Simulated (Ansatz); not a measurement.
Reference: SiC (P6_3mc), PBEsol with spin-orbit coupling, rigid bands (plane waves, PAW; Ansatz, an electronic-structure program); axes and stresses refer to this cell.

```
CELL_PARAMETERS angstrom
      3.07595     0.00000     0.00000
     -1.53798     2.66385     0.00000
      0.00000     0.00000     5.04771
ATOMIC_POSITIONS crystal
  Si 0.33333 0.66667 0.49959
  Si 0.66667 0.33333 0.99959
  C  0.33333 0.66667 0.87541
  C  0.66667 0.33333 0.37541
```

The hole conductivity mass is 1.28 mₑ and the Seebeck coefficient, p-type 1e19 cm⁻³ is 392 μV/K. The Seebeck coefficient, n-type 1e19 cm⁻³ comes out as -231 μV/K.

| Change | hole conductivity mass | Seebeck coefficient, p-type 1e19 cm⁻³ | Seebeck coefficient, n-type 1e19 cm⁻³ |
|---|---|---|---|
| hydrostatic pressure -2 GPa | 1.27 mₑ | 390 μV/K | [?] |
| hydrostatic pressure 10 GPa | [?] | 397 μV/K | -228 μV/K |
| hydrostatic pressure 2 GPa | [?] | 393 μV/K | -230 μV/K |
| hydrostatic pressure 5 GPa | 1.30 mₑ | [?] | -229 μV/K |

### Question
Some entries are withheld; supply them.

### Answer

- hydrostatic pressure -2 GPa, Seebeck coefficient, n-type 1e19 cm⁻³: -231 μV/K
- hydrostatic pressure 10 GPa, hole conductivity mass: 1.33 mₑ
- hydrostatic pressure 2 GPa, hole conductivity mass: 1.29 mₑ
- hydrostatic pressure 5 GPa, Seebeck coefficient, p-type 1e19 cm⁻³: 394 μV/K

Masses are for dilute carriers at 300 K, harmonic means over directions unless an axis is named. Seebeck coefficients are for the stated density at 300 K, with one relaxation time for all states and whether or not that doping can be reached. Stresses and pressures are the targets of the relaxation.  The structure type is held under load, also where the real crystal would transform.
